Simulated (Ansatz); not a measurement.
Consider SnS in the GeS type structure (space group Pnma, No. 62).

```
SnS
1.0
   11.15496     0.00000     0.00000
    0.00000     3.99977     0.00000
    0.00000     0.00000     4.26144
Sn S
4 4
Direct
  0.61841   0.75000   0.61182
  0.88159   0.25000   0.11182
  0.38159   0.25000   0.38818
  0.11841   0.75000   0.88818
  0.35287   0.75000   0.97527
  0.14713   0.25000   0.47527
  0.64713   0.25000   0.02473
  0.85287   0.75000   0.52473
```

Cartesian axes are those of the cell as printed.

Computed with PBE-D3(BJ)/PAW in Ansatz (a first-principles code), without spin-orbit coupling.

Perturbation: the cell is scaled by 0.9872 in all directions; the atoms relax in the strained cell.

Predict the stress tensor and what it implies for the stiffness.

Stress of the strained cell less that of the base (GPa, compression positive):
```
   1.62    0.00    0.00
   0.00    1.99    0.00
   0.00    0.00    1.47
```

Then B = −ΔP/(ΔV/V₀) with ΔV/V₀ = -0.0379 gives secant stiffness values (nonlinear terms included at this strain): B (at held cell shape, above the free-shape value) ≈ 45 GPa.

As a check, the harmonic strain energy −½ V₀ Δσ:ε is 4.8 meV/atom; the computed energy rise is 4.5 meV/atom.

Whether these cells are dynamically stable was not tested.
